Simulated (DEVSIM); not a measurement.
**illuminated Si n-on-p cell, one wavelength, with a back-surface field**

Structure: illuminated Si n-on-p cell, one wavelength, with a back-surface field, at 300 K.

```csv
layer (left to right),material,thickness (μm),Nd (cm⁻³),Na (cm⁻³),τn (s),τp (s),absorption coefficient (cm⁻¹)
1,Si,0.270,2e18,-,5.9e-7,9.2e-8,9600
2,Si,65.0,-,4.7e15,6.6e-6,6.6e-6,9600
3,Si,0.240,-,8.3e18,6.6e-6,6.6e-6,9600
```

Left contact: ohmic, minority hole recombination velocity 50 cm/s. Right contact: ohmic, minority electron recombination velocity 30 cm/s. Voltage is applied to the left contact. Recombination: SRH at mid-gap, radiative, Auger. Light enters at the left, 2.1e16 photons cm⁻² s⁻¹, one pass, no reflection. Mobility is constant in doping.

Constants are typed, rounded textbook-type inputs, not results; the design itself was drawn at random and stands for no fabricated device. Values at 300 K.

```csv
parameter,Si
gap (eV),1.124
affinity (eV),4.05
permittivity,11.7
Nc (cm⁻³),2.86e19
Nv (cm⁻³),3.1e19
μn (cm²/Vs),1417
μp (cm²/Vs),470
B (cm³/s),4.7e-15
Cn (cm⁶/s),2.8e-31
Cp (cm⁶/s),9.9e-32
```

Simulated with DEVSIM: 1D drift-diffusion, Boltzmann statistics, complete ionisation; no tunnelling, impact ionisation, image-force lowering or self-heating.

```
Item                                                       Value
---------------------------------------------------  -----------
Potential step across the device at zero bias            1.021 V
Dark forward voltage at 1 A/cm²                          0.726 V
Dark forward voltage at 100 A/cm²                        0.920 V
Short-circuit current                                3.36 mA/cm²
Open-circuit voltage                                     0.533 V
Fill factor                                                 0.81
Largest power                                        1.45 mW/cm²
Share of generated pairs collected at short circuit        0.998
```

Current under light (generator sign):

| V (V) | J (mA/cm²) |
|---|---|
| 0.00 | 3.36 |
| 0.06 | 3.36 |
| 0.14 | 3.36 |
| 0.22 | 3.36 |
| 0.30 | 3.36 |
| 0.38 | 3.35 |
| 0.40 | 3.34 |
| 0.42 | 3.31 |
| 0.44 | 3.26 |
| 0.46 | 3.15 |
| 0.48 | 2.92 |
| 0.50 | 2.42 |
| 0.52 | 1.34 |
| 0.54 | -0.980 |

Dark forward current:

```json
[
 {"V (V)": "-0.05", "J (A/cm²)": "-9.9e-10"},
 {"V (V)": "-0.10", "J (A/cm²)": "-3.6e-9"},
 {"V (V)": "-0.15", "J (A/cm²)": "-1.1e-8"},
 {"V (V)": "-0.20", "J (A/cm²)": "-3.8e-8"},
 {"V (V)": "-0.25", "J (A/cm²)": "-1.4e-7"},
 {"V (V)": "-0.30", "J (A/cm²)": "-6.4e-7"},
 {"V (V)": "-0.35", "J (A/cm²)": "-3.5e-6"},
 {"V (V)": "-0.40", "J (A/cm²)": "-2.1e-5"},
 {"V (V)": "-0.45", "J (A/cm²)": "-0.00014"},
 {"V (V)": "-0.50", "J (A/cm²)": "-0.00094"},
 {"V (V)": "-0.55", "J (A/cm²)": "-0.0063"},
 {"V (V)": "-0.60", "J (A/cm²)": "-0.040"},
 {"V (V)": "-0.65", "J (A/cm²)": "-0.19"},
 {"V (V)": "-0.70", "J (A/cm²)": "-0.59"},
 {"V (V)": "-0.75", "J (A/cm²)": "-1.6"},
 {"V (V)": "-0.80", "J (A/cm²)": "-4.4"},
 {"V (V)": "-0.85", "J (A/cm²)": "-13"},
 {"V (V)": "-0.90", "J (A/cm²)": "-50"},
 {"V (V)": "-0.95", "J (A/cm²)": "-290"},
 {"V (V)": "-1.00", "J (A/cm²)": "-1400"},
 {"V (V)": "-1.05", "J (A/cm²)": "-4300"}
]
```
